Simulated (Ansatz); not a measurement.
Take TiO2 in the anatase structure (space group I4_1/amd, No. 141; a = 3.739 Å, c = 9.455 Å) as the base. Axes: x, y, z lie along a, b, c of the conventional cell.

Calculations: LDA, PAW, 420 eV (Ansatz, an electronic-structure program; without spin-orbit coupling).

Perturbation: the cell is compressed by 3.00 % along z with no lateral relaxation, atoms relaxed at fixed cell.

Question: Predict the stress tensor and what it implies for the stiffness.

Answer: Stress of the strained cell less that of the base (GPa, compression positive):
```
   4.98    0.00    0.00
   0.00    4.98    0.00
   0.00    0.00    6.20
```

Then −Δσ_ii/ε with ε = -0.0300 gives secant stiffness values (nonlinear terms included at this strain): C33 ≈ 207 GPa, C13 ≈ 166 GPa and C23 ≈ 166 GPa.

As a check, the harmonic strain energy −½ V₀ Δσ:ε is 6.4 meV/atom; the computed energy rise is 6.4 meV/atom.

No phonon test of stability was made. The final runs are not spin-polarised.
